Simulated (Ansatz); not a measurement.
The starting structures come from a database of crystals and need not be the phases stable at ambient conditions.

 Where the default PAW files enter, the runs use the earlier of Ansatz's two default sets.

Input:

```
CELL_PARAMETERS angstrom
      5.10886     0.00000     0.00000
      0.00000     5.37160     0.00000
      0.00000     0.00000    12.05569
ATOMIC_POSITIONS crystal
  V  0.00000 0.75000 0.60578
  V  0.00000 0.25000 0.39422
  V  0.50000 0.25000 0.89422
  V  0.50000 0.75000 0.10578
  Bi 0.00000 0.75000 0.88415
  Bi 0.00000 0.25000 0.11585
  Bi 0.50000 0.25000 0.61585
  Bi 0.50000 0.75000 0.38415
  O  0.75592 0.08114 0.96608
  O  0.24408 0.91886 0.03392
  O  0.74408 0.58114 0.53392
  O  0.25592 0.41886 0.46608
  O  0.25592 0.91886 0.53392
  O  0.74408 0.08114 0.46608
  O  0.24408 0.41886 0.96608
  O  0.75592 0.58114 0.03392
  O  0.35065 0.04391 0.80634
  O  0.64935 0.95609 0.19366
  O  0.14935 0.54391 0.69366
  O  0.85065 0.45609 0.30634
  O  0.85065 0.95609 0.69366
  O  0.14935 0.04391 0.30634
  O  0.64935 0.45609 0.80634
  O  0.35065 0.54391 0.19366
```

Space group of this cell: Pbcn. The cell is taken as given; by r2SCAN its mean pressure is -7.7 GPa.

The numbers are results of r2SCAN (plane waves, PAW; Ansatz, an electronic-structure program), not measurements.

The current runs along the normal of the first two printed vectors; no spin-orbit coupling. Scaled by the factor s: both lengths across the current (ions clamped). Meshes 6×6×4 and 6×6 across the current in all rows.

```
s     mean pressure (GPa)  band gap (eV)
----  -------------------  -------------
0.98                 -1.3           2.72
1.00                 -7.7           2.64
1.02                -12.9              ?
```

Problem. Take the slope of the band gap against ln s from the two given rows, extrapolate to s = 1.02, and say what the run there gives.

Solution. Slope = (2.72 − 2.64) / ln 0.98 = -3.96 eV. The line gives 2.64 + (-3.96) × ln 1.02 = 2.56 eV. The run gives 2.55 eV, 0.01 eV under the line, 15 % of the predicted step.
